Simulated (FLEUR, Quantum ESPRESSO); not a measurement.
A FLEUR input for a self-consistent single point of NaH2Pd3 (Cmmm, 6 atoms in the cell) (DFT, LDA (Perdew-Zunger), all-electron FLAPW (FLEUR), scalar-relativistic valence):

Input of the input generator:

```
NaH2Pd3 crystal
&input film=f /
2.8265700000 -4.3103050000 0.0000000000
2.8265700000 4.3103050000 0.0000000000
0.0000000000 0.0000000000 2.8135600000
1.8897261246
1.0 1.0 1.0

6
11 0.5000000000 0.5000000000 0.0000000000
1 0.2156300000 0.7843700000 0.0000000000
1 0.7843700000 0.2156300000 0.0000000000
46 0.0000000000 0.0000000000 0.0000000000
46 0.5000000000 0.0000000000 0.5000000000
46 0.0000000000 0.5000000000 0.5000000000

&comp jspins=1 /
&exco xctyp='pz' /
&kpt div1=5 div2=5 div3=8 gamma=t /
&end /
```

```xml
<?xml version="1.0" encoding="UTF-8" standalone="no"?>
<fleurInput fleurInputVersion="0.39">
   <comment>
      NaH2Pd3 crystal                                                                                     
   </comment>
   <calculationSetup>
      <cutoffs Kmax="4.7" Gmax="18.8" GmaxXC="18.8" numbands="0"/>
      <scfLoop itmax="60" minDistance="0.00001" maxIterBroyd="15" imix="Anderson" alpha="0.05" precondParam="0.0" spinf="2.0"/>
      <coreElectrons ctail="T" frcor="F" kcrel="0" coretail_lmax="0"/>
      <xcFunctional name="pz" relativisticCorrections="F"/>
      <magnetism jspins="1"/>
      <soc l_soc="F" theta="0.0" phi="0.0" spav="F"/>
      <expertModes spex="0" secvar="F"/>
      <geometryOptimization l_f="T" forcealpha="1.0" forcemix="BFGS" epsdisp="0.00001" epsforce="0.00001"/>
      <ldaU l_linMix="F" mixParam="0.05" spinf="1.0"/>
   </calculationSetup>
   <cell>
      <bzIntegration valenceElectrons="59.0" mode="hist" fermiSmearingEnergy="0.00367493">
         <kPointListSelection listName="default-1"/>
         <!-- k-points included here -->
         <xi:include xmlns:xi="http://www.w3.org/2001/XInclude" href="kpts.xml"> </xi:include>
      </bzIntegration>
      <!-- symmetry operations included here -->
      <xi:include xmlns:xi="http://www.w3.org/2001/XInclude" href="sym.xml"> </xi:include>
      <bulkLattice scale="1.0">
         <bravaisMatrix>
            <row-1>    5.3414431720106217    -8.1452959634940019     0.0000000000000000</row-1>
            <row-2>    5.3414431720106217     8.1452959634940019     0.0000000000000000</row-2>
            <row-3>    0.0000000000000000     0.0000000000000000     5.3168578351295750</row-3>
         </bravaisMatrix>
      </bulkLattice>
   </cell>
   <atomSpecies>
      <species name="Sodium (Na)" element="Na" atomicNumber="11">
         <mtSphere radius="2.48" gridPoints="857" logIncrement="0.013"/>
         <atomicCutoffs lmax="10" lnonsphr="8"/>
         <electronConfig flipSpins="F">
            <coreConfig>(1s1/2)</coreConfig>
            <valenceConfig>(2s1/2) (2p1/2) (2p3/2) (3s1/2)</valenceConfig>
            <stateOccupation state="(3s1/2)" spinUp="0.5" spinDown="0.5"/>
         </electronConfig>
         <energyParameters s="3" p="3" d="3" f="4"/>
         <lo type="SCLO" l="0" n="2" eDeriv="0"/>
         <lo type="SCLO" l="1" n="2" eDeriv="0"/>
      </species>
      <species name="Hydrogen (H)" element="H" atomicNumber="1">
         <mtSphere radius="0.99" gridPoints="345" logIncrement="0.024"/>
         <atomicCutoffs lmax="6" lnonsphr="4"/>
         <electronConfig flipSpins="F">
            <coreConfig></coreConfig>
            <valenceConfig>(1s1/2)</valenceConfig>
            <stateOccupation state="(1s1/2)" spinUp="0.5" spinDown="0.5"/>
         </electronConfig>
         <energyParameters s="1" p="2" d="3" f="4"/>
      </species>
      <species name="Palladium (Pd)" element="Pd" atomicNumber="46">
         <mtSphere radius="2.29" gridPoints="791" logIncrement="0.016"/>
         <atomicCutoffs lmax="8" lnonsphr="6"/>
         <electronConfig flipSpins="F">
            <coreConfig>(1s1/2) (2s1/2) (2p1/2) (2p3/2) (3s1/2) (3p1/2) (3p3/2) (4s1/2) (3d3/2) (3d5/2)</coreConfig>
            <valenceConfig>(4p1/2) (4p3/2) (5s1/2) (4d3/2) (4d5/2)</valenceConfig>
            <stateOccupation state="(5s1/2)" spinUp="0.5" spinDown="0.5"/>
            <stateOccupation state="(4d3/2)" spinUp="1.8" spinDown="1.8"/>
            <stateOccupation state="(4d5/2)" spinUp="2.7" spinDown="2.7"/>
         </electronConfig>
         <energyParameters s="5" p="5" d="4" f="4"/>
         <lo type="SCLO" l="1" n="4" eDeriv="0"/>
      </species>
   </atomSpecies>
   <atomGroups>
      <atomGroup species="Sodium (Na)">
         <relPos label="                   1">1.000/2.000 1.000/2.000 .0000000000</relPos>
         <force calculate="T" relaxXYZ="TTT"/>
      </atomGroup>
      <atomGroup species="Hydrogen (H)">
         <relPos label="                   2">.2156300000 -.2156300000 .0000000000</relPos>
         <relPos label="                   3">-.2156300000 .2156300000 .0000000000</relPos>
         <force calculate="T" relaxXYZ="TTT"/>
      </atomGroup>
      <atomGroup species="Palladium (Pd)">
         <relPos label="                   4">.0000000000 .0000000000 .0000000000</relPos>
         <force calculate="T" relaxXYZ="TTT"/>
      </atomGroup>
      <atomGroup species="Palladium (Pd)">
         <relPos label="                   5">1.000/2.000 .0000000000 1.000/2.000</relPos>
         <relPos label="                   6">.0000000000 1.000/2.000 1.000/2.000</relPos>
         <force calculate="T" relaxXYZ="TTT"/>
      </atomGroup>
   </atomGroups>
   <output dos="F" band="F" slice="F">
      <checks vchk="F" cdinf="F"/>
      <bandDOS minEnergy="-.5*Htr" maxEnergy="0.5*Htr" sigma="0.015" storeEVData="T"/>
      <vacuumDOS vacdos="F" integ="F" star="F" nstars="0" locx1="0.0" locy1="0.0" locx2="0.0" locy2="0.0" nstm="0" tworkf="0.0"/>
      <unfoldingBand unfoldBand="F" supercellX="1" supercellY="1" supercellZ="1"/>
      <plotting iplot="0" polar="F">
         <plot TwoD="T" vec1="  1.0  0.0  0.0" vec2="  0.0  1.0  0.0" vec3="  0.0  0.0  1.0" zero="  0.0  0.0  0.0" file="plot"/>
      </plotting>
      <chargeDensitySlicing numkpt="0" minEigenval="0.0" maxEigenval="0.0" nnne="0" pallst="F"/>
      <specialOutput eonly="F"/>
      <magneticCircularDichroism mcd="F" energyLo="-10.0" energyUp="0.0"/>
   </output>
  <!-- We include the file relax.xml here to enable relaxations (see documentation) -->
  <xi:include xmlns:xi="http://www.w3.org/2001/XInclude" href="relax.xml"> <xi:fallback/> </xi:include>
</fleurInput>
```

Write the same calculation as an input for Quantum ESPRESSO.

One input that does it (others would too):

```fortran
&control
    calculation = 'scf'
    prefix = 'pwscf'
    outdir = './tmp'
    pseudo_dir = './'
    tprnfor = .true.
    tstress = .true.
/
&system
    ibrav = 0
    nat = 6
    ntyp = 3
    ecutwfc = 40
    ecutrho = 320
    occupations = 'smearing'
    smearing = 'fd'
    degauss = 0.0073499
/
&electrons
    conv_thr = 1.0d-9
/
ATOMIC_SPECIES
Na    22.9898  na_lda_v1.5.uspp.F.UPF
H      1.0080  h_lda_v1.4.uspp.F.UPF
Pd   106.4200  pd_lda_v1.4.uspp.F.UPF
ATOMIC_POSITIONS crystal
Na    0.5000000000    0.5000000000    0.0000000000
H     0.2156300000    0.7843700000    0.0000000000
H     0.7843700000    0.2156300000    0.0000000000
Pd    0.0000000000    0.0000000000    0.0000000000
Pd    0.5000000000    0.0000000000    0.5000000000
Pd    0.0000000000    0.5000000000    0.5000000000
K_POINTS automatic
5 5 8  0 0 0
CELL_PARAMETERS angstrom
   2.8265700000    -4.3103050000     0.0000000000
   2.8265700000     4.3103050000     0.0000000000
   0.0000000000     0.0000000000     2.8135600000
```

Basis, cutoffs, solver keys and any potentials are the target program's own. This input uses DFT, LDA (PZ), plane waves, GBRV 1.5 ultrasoft (LDA) pseudopotentials. LDA parametrisations can differ slightly between programs.

The starting cell comes from a database of computed structures (which also holds hypothetical and non-ambient phases and stackings), without a prior relaxation at this level.
